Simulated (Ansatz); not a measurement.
The reference is CdO in the rock salt structure (space group Fm-3m, No. 225; a = 4.6909 Å).

All numbers come from PBEsol, PAW, 420 eV (Ansatz, a first-principles code; no SOC), earlier PAW set.

For the base:

```
Item                  Result
-------------------  -------
Lattice parameter a  4.691 Å
```

Now apply this change: every Cd is replaced by Mg; the structure is relaxed again.

Tabulated Pauling electronegativity and covalent radius: Cd 1.69, 1.44 Å; Mg 1.31, 1.41 Å.

**Question.** How does this affect the lattice parameter a and electron mass?

**Answer.** The lattice parameter a decreases by 0.476 Å (4.691 Å → 4.215 Å); the electron mass comes out as 0.34 mₑ (at Γ).

The levels and masses belong to the bands next to the band gap. Effective masses come from finite differences of ±0.01 Å⁻¹. Stability against distortions was not tested. All final runs are without spin polarisation.
